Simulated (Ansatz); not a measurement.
AlB2-type HfB2, treated with BLYP in Ansatz (plane waves, PAW).

Settings: plane-wave cutoff 520 eV, 24×24×18 k mesh (along the axes of the cell as run), Fermi–Dirac smearing 0.085 eV (set by the program), scalar-relativistic PAW data made under PBE.

Cell (relaxed at this level):

```yaml
crystal:
  lattice:
    - [3.15826, 0.00000, 0.00000]
    - [-1.57913, 2.73514, 0.00000]
    - [0.00000, 0.00000, 3.55401]
  atoms:
    - { symbol: Hf, position: [0.00000, 0.00000, 0.00000] }
    - { symbol: B, position: [0.66667, 0.33333, 0.50000] }
    - { symbol: B, position: [0.33333, 0.66667, 0.50000] }
```

Estimate the Young modulus, Poisson ratio, elastic constant C44, elastic constant C33, elastic constant C11, elastic constant C12, elastic constant C13 and elastic constant C66 that the calculation returns.


Young modulus: 492 GPa
Poisson ratio: 0.147
elastic constant C44: 224 GPa
elastic constant C33: 403 GPa
elastic constant C11: 547 GPa
elastic constant C12: 71.3 GPa
elastic constant C13: 114 GPa
elastic constant C66: 238 GPa

Elastic constants are with the ions relaxed.

Spin–orbit coupling is not included.

The computed numbers hold no vibrational or temperature effects.

It cost very roughly 50 core-minutes of CPU time.

Ansatz is a program for electronic structure.
